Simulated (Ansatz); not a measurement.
Results of HSE06 (plane waves, PAW; Ansatz, a program for electronic structure) for SiO2 (model structure, started from the tetragonal ZrO2 type, P4₂/nmc, No. 137, 6 atoms in the cell).

Settings: plane-wave cutoff 460 eV, 8×8×4 k mesh (along the axes of the cell as run), Fermi–Dirac smearing 0.01 eV, scalar-relativistic PAW data made under PBE.

The cell is the one relaxed with PBEsol. Conventional cell: a = 2.8209 Å, b = 2.8209 Å, c = 8.6281 Å, α = 90.00°, β = 90.00°, γ = 90.00°.

```
O2Si
1.0
    2.82094     0.00000     0.00000
    0.00000     2.82094     0.00000
    0.00000     0.00000     8.62811
Si O
2 4
Direct
  0.00000   0.00000   0.00000
  0.50000   0.50000   0.50000
  0.00000   0.50000   0.09899
  0.00000   0.50000   0.59899
  0.50000   0.00000   0.40101
  0.50000   0.00000   0.90101
```

Task: List the 20 lowest band energies at Γ above −25 eV (eV, relative to the valence band maximum), grouping those that round alike.

Result: At Γ: -21.30, -21.19, -18.66, -18.49, -4.28 (×2), -4.20 (×3), -3.29, -2.83, -1.56, -0.47 (×2), -0.34 (×2), 7.04, 8.52, 8.65, 9.22.

Note: the run warned that its exchange threshold was loose for the stress; the relaxation could raise the start's symmetry but not lower it, so the cell can be a saddle point; cell and atoms aren't relaxed at this level (largest force component 0.44 eV/Å, pressure -2.7 GPa).

A model structure was made by putting elements into a prototype or built by hand; it is no filed structure, need not be a known phase, and can be a saddle point held by its symmetry.
